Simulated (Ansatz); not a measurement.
# A computed series for S: response to strain

Consider S (space group P3_221, No. 154; a = 7.565 Å, c = 4.365 Å; a cell from a computed database, its experimental status unchecked; made of chains). Axes: x lies along a and z along c of the hexagonal cell.

Strains are applied to the cell and any free atomic positions relax; under biaxial strain the out-of-plane vector relaxes too; under stress the whole cell relaxes.

The values are results of PBEsol (Ansatz, a quantum-chemistry and plane-wave program), without spin-orbit coupling, not measurements.

Notes on the quantities. pressure: mean of the normal stresses, compression positive.

| variant | band gap | smallest direct gap | gap character | pressure | width of the top valence band |
|---|---|---|---|---|---|
| base | 1.85 eV | 1.95 eV | indirect, H → L | 0.00 GPa | 0.51 eV |
| biaxial strain −4.45 %, plane normal [001], relaxed out of plane | 1.59 eV | 1.70 eV | indirect, Γ–A (67 % along) → L | 0.64 GPa | 0.72 eV |
| biaxial strain −1.26 %, plane normal [001], relaxed out of plane | 1.78 eV | … | indirect, H → L | 0.14 GPa | 0.56 eV |
| biaxial strain +0.71 %, plane normal [001], relaxed out of plane | 1.89 eV | … | indirect, H → L | … | 0.48 eV |
| isotropic strain −0.46 % | 1.86 eV | 1.95 eV | indirect, H → L | 0.26 GPa | 0.52 eV |
| uniaxial strain ε_xx = +3.48 % | 1.94 eV | … | indirect, D → L₂ | -0.14 GPa | – |
| uniaxial strain ε_yy = +0.71 % | 1.87 eV | 1.96 eV | indirect, D₂ → M₂ | -0.03 GPa | – |
| uniaxial strain ε_zz = −1.76 % | 1.98 eV | 2.05 eV | indirect, H → L | 0.78 GPa | 0.48 eV |
| uniaxial stress, 3 GPa tension along z | 1.60 eV | 1.73 eV | indirect, Γ–A (67 % along) → L | – | 0.58 eV |

### Question
Complete the table.

### Answer

- biaxial strain −1.26 %, plane normal [001], relaxed out of plane, smallest direct gap: 1.88 eV
- biaxial strain +0.71 %, plane normal [001], relaxed out of plane, smallest direct gap: 1.99 eV
- biaxial strain +0.71 %, plane normal [001], relaxed out of plane, pressure: -0.06 GPa
- uniaxial strain ε_xx = +3.48 %, smallest direct gap: 2.03 eV

Beyond what the load breaks, stability against distortions was not tested. No dispersion term is included in the PBEsol runs. This is not the structure that S has at room temperature and ambient pressure. Labels are those of the standard path for the cell's own space group.
